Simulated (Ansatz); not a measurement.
Given:

End structure of the (111) surface of fcc Ir, one row in 3 of the top plane missing (bottom of the slab: a bare face, its two planes held):

```
CELL_PARAMETERS angstrom
      2.73720     0.00000     0.00000
     -4.10580     7.11145     0.00000
      0.00000     0.00000    27.50000
ATOMIC_POSITIONS crystal
  Ir 0.33333 0.88889 0.29683
  Ir 0.33333 0.22222 0.29683
  Ir 0.33333 0.55556 0.29683
  Ir 0.66667 0.77778 0.37810
  Ir 0.66667 0.11111 0.37810
  Ir 0.66667 0.44444 0.37810
  Ir 0.99917 0.66611 0.45938
  Ir 0.00129 0.00086 0.45839
  Ir 0.99937 0.33289 0.45819
  Ir 0.33249 0.55498 0.54075
  Ir 0.33560 0.89038 0.54021
  Ir 0.33441 0.22289 0.53986
  Ir 0.66222 0.44149 0.62244
  Ir 0.66148 0.77428 0.61916
  Ir 0.68394 0.12255 0.62231
  Ir 0.01672 0.67772 0.69786
  Ir 0.98134 0.98747 0.69760
```

Slab: 17 atoms, 11.2 Å thick at the start with caps and adatoms (thin: gaps and levels are the slab's own); k 16x6x1, smearing 0.1 eV, dipole-corrected; 6 atoms held, the rest relaxed; held to the part of the start's symmetry that mesh and held atoms allow; no spin, no spin-orbit, no U. In PBE it is, or lies within 0.01 eV a 1x1 cell of, the lowest of the 2 structures of its composition computed so far; subsurface sites and larger cells were not tried.

Question: Estimate the work function of the top face that PBE in Ansatz (a program for electronic structure) returns for this input.

Answer: 5.14 eV
